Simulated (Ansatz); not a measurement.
How far PBE and PBEsol part for hypothetical zinc blende LiH, H → B

Base system: LiH in the zinc blende structure (space group F-43m, No. 216; a = 4.2873 Å; a hypothetical phase, not in the database extracts checked).

(Cell as relaxed with PBE.)

Levels (all Ansatz, an electronic-structure program, PAW): PBE (420 eV, without spin-orbit coupling); PBEsol (420 eV, scalar-relativistic without spin-orbit coupling).

Each level relaxes its own structure.

| base | PBE | PBEsol |
|---|---|---|
| volume per atom | 9.85 Å³ | 9.65 Å³ |
| lattice parameter a | 4.287 Å | 4.257 Å |
| band gap | 4.20 eV | 4.01 eV |

The change: every H is replaced by B; the structure is relaxed again.

```csv
quantity,PBE,PBEsol
shortest interatomic distance,2.190 Å,___
band gap,zero,___
```

Q: Given the PBE results, estimate those of PBEsol.

A: 
- shortest interatomic distance, PBEsol: 2.163 Å
- band gap, PBEsol: zero

PBE's shortest interatomic distance lies 0.027 Å above PBEsol's (1.2 %); the two agree on the band gap. Neither level is exact; PBEsol is the comparison here, not a measurement.

No phonon test of stability was made. As relaxed here, LiB is a hypothetical phase, not in the database extracts checked. The final runs are not spin-polarised.
